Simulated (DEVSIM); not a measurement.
Structure: abrupt Ge p-n junction, at 300 K.

Layer 1 from the left is Ge, thickness (μm) 21.0, Na (cm⁻³) 2.7e18, τn (s) 0.00084, τp (s) 0.00084. Layer 2 from the left is Ge, thickness (μm) 0.150, Nd (cm⁻³) 5.6e17, τn (s) 0.00084, τp (s) 0.00084.

Left contact: ohmic. Right contact: ohmic. Voltage is applied to the left contact. Recombination: SRH at mid-gap, radiative. Mobility is constant in doping.

Constants are typed, rounded textbook-type inputs, not results; the design itself was drawn at random and stands for no fabricated device. Values at 300 K.

Ge: gap (eV) 0.664, affinity (eV) 4, permittivity 16, Nc (cm⁻³) 1.04e19, Nv (cm⁻³) 6e18, μn (cm²/Vs) 3900, μp (cm²/Vs) 1900, B (cm³/s) 6.4e-14.

Model (solved in DEVSIM): 1D drift-diffusion, Boltzmann statistics, complete ionisation; no tunnelling, impact ionisation, image-force lowering or self-heating.

Question: What does the simulation give for the dark forward voltage at 100 A/cm², the potential step across the device at zero bias, the largest field in the device at zero bias?

Answer: dark forward voltage at 100 A/cm² 0.317 V; potential step across the device at zero bias 0.568 V; largest field in the device at zero bias 230000 V/cm.
